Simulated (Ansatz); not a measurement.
The parent structure is ZnAu in the CsCl type structure (space group Pm-3m, No. 221; a = 3.129 Å).

The values are results of plane-wave PAW DFT at the PBEsol level (Ansatz, an electronic-structure program, 420 eV), no SOC, not measurements.

Base values:

| Quantity | Result |
|---|---|
| Volume per atom | 15.31 Å³ |

The change: cell and atoms relaxed at a pressure of 0.7 GPa.

What does the calculation give for the volume per atom after the change?

The volume per atom shrinks by 0.07 Å³, from 15.31 Å³ to 15.24 Å³.

Load acts through the strain it causes; cell and atoms are relaxed under it. No phonon test of stability was made.
